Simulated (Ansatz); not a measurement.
BP (F-43m), r2SCAN with spin-orbit coupling, rigid bands in Ansatz (a program for electronic structure): Condition of this run: hydrostatic pressure 2 GPa (the target of the relaxation). band gap 1.38 eV, N_c = 4.03e19 cm⁻³ and N_v = 2.25e19 cm⁻³ at 300 K, conductivity masses of 0.323 mₑ (electrons) and 0.399 mₑ (holes). Take k_BT = 0.02585 eV.

**Question.** Find the intrinsic carrier density and the intrinsic Fermi level.

**Answer.** n_i = √(N_c N_v) exp(−E_g/2k_BT) = 3.01e19 × exp(−26.69) = 7.7e7 cm⁻³. The level lies (k_BT/2) ln(N_v/N_c) = -8 meV from mid-gap (positive towards the conduction band). Each 0.1 eV added to the gap lowers n_i by a factor of 6.9.

**Question.** What thermal injection velocity √(2k_BT/πm) limits a ballistic channel?

**Answer.** 9.47e6 cm/s for electrons and 8.52e6 cm/s for holes, a ratio of √(m_h/m_e) = 1.11, for dilute carriers.

**Question.** What built-in voltage has an abrupt junction with N_A = 1e17 and N_D = 1e18 cm⁻³, all dopants ionised?

**Answer.** V_bi = E_g/e − (k_BT/e) ln(N_c N_v/(N_A N_D)) = 1.38 − 0.02585 × 9.11 = 1.14 V. It follows the computed gap one for one.

Rigid, parabolic bands with the computed gap; masses take one relaxation time for all states.
